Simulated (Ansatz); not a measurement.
The starting structures come from a database of crystals and need not be the phases stable at ambient conditions.

By PBEsol, the system below comes out a metal.

A figure of merit of an interconnect metal is its ballistic conductance per area.

Here is the system:

```
CELL_PARAMETERS angstrom
      4.60088     0.00000     0.00000
     -2.30044     3.98448     0.00000
      2.30044     1.32816     3.75660
ATOMIC_POSITIONS crystal
  Bi 0.00000 0.00000 0.00000
  Te 0.00000 0.50000 0.50000
```

The cell is taken as given; by PBEsol it stands under a pressure of -2.5 GPa.

The current flows along the normal of the first two printed cell vectors, the (111) plane of the conventional cell. No spin-orbit coupling; the value is a mean over 0.1 eV about the Fermi level.

Q: Estimate the ballistic conductance per area that Ansatz (a program for electronic structure) with PBEsol returns for this system.

A: 1.2 × 10¹⁵ S/m² for both spins.
